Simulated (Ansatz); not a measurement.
C11b WSi₂ was calculated with BLYP in Ansatz (PAW).

Run with plane-wave cutoff 520 eV, 28×28×28 k mesh, Fermi–Dirac smearing 0.038 eV (set by the program), no spin polarisation, scalar-relativistic PAW data made under PBE.

Computed at the level's own relaxed cell.

```xyz
3
Lattice="-1.6426 1.6426 3.9735 1.6426 -1.6426 3.9735 1.6426 1.6426 -3.9735" Properties=species:S:1:pos:R:3 pbc="T T T"
Si     0.0000     0.0000     5.2771
Si     0.0000     0.0000     2.6699
W      0.0000     0.0000     0.0000
```

Problem. Give the elastic tensor (Voigt notation, GPa, ions relaxed, in the Cartesian axes of the cell as printed).

Solution. 
```
  368.4    84.2    75.3     0.0     0.0     0.0
   84.2   368.4    75.3     0.0     0.0     0.0
   75.3    75.3   441.0     0.0     0.0     0.0
    0.0     0.0     0.0   165.9     0.0     0.0
    0.0     0.0     0.0     0.0   165.9     0.0
    0.0     0.0     0.0     0.0     0.0   162.8
```

Measured, for comparison: elastic constant C11 443 GPa, elastic constant C12 122 GPa, elastic constant C44 212 GPa, elastic constant C33 552 GPa, elastic constant C13 81 GPa, elastic constant C66 218 GPa (temperature not stated, not corrected to a static lattice; as tabulated in Friák et al. (2018), doi:10.3390/nano8121057). Computed (rounded) less measured: elastic constant C11 -17 %, elastic constant C12 -31 %, elastic constant C44 -22 %, elastic constant C33 -20 %, elastic constant C13 -7 %, elastic constant C66 -25 %.

Spin–orbit coupling is not included.

Static lattice: no zero-point or thermal effects.

Ansatz is a first-principles code.
